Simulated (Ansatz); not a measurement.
**Step by step: formation energy of AlRu (CsCl type, Pm-3m) from the elements**

We look at the formation energy of AlRu (CsCl type, Pm-3m) from the elements. Reaction: Ru (hcp) + Al (fcc) → AlRu (CsCl type). The sign is products less reactants. The value is per atom of the solid.

AlRu (CsCl type, Pm-3m), 2 atoms in the cell; spin state with PBE: run without spin. Conventional cell: a = b = c = 3.0048 Å, α = β = γ = 90.00°.

Ansatz (a first-principles code) with PAW potentials; structures come from PBE relaxations, nuclei static, no net charge. Ansatz runs with its PAW set soft_1. Other levels take these structures. The lattices are those relaxed with PBE, so at other levels the solids can be strained, which adds to the spread. A dispersion term (D3(BJ), or D4 for r2SCAN) was computed beside these levels and is taken off wherever the name lacks it. Space groups of crystals are read within 0.01 Å.

Total energies of the cells in eV, at zero smearing width. They compare only within one column; the weights balance every element.

```tsv
cell	atoms	weight	PBE	RPBE
AlRu (CsCl type)	2	+2	-6417.51343	-6427.73497
Ru (hcp)	2	−1	-11757.46714	-11772.04795
Al (fcc)	1	−2	-537.50448	-540.44370
```

PBE: 2 × (-6417.51343) − (-11757.46714) − 2 × (-537.50448) = -2.551 eV; dividing by 4 atoms gives -0.64 eV/atom.

RPBE: 2 × (-6427.73497) − (-11772.04795) − 2 × (-540.44370) = -2.535 eV; dividing by 4 atoms gives -0.63 eV/atom.

What follows from the PBE value: A formula unit of AlRu has 2 atoms, so it forms with -0.6377 × 2 = -1.275 eV, or -123.0 kJ/mol at 96.485 kJ/mol per eV.
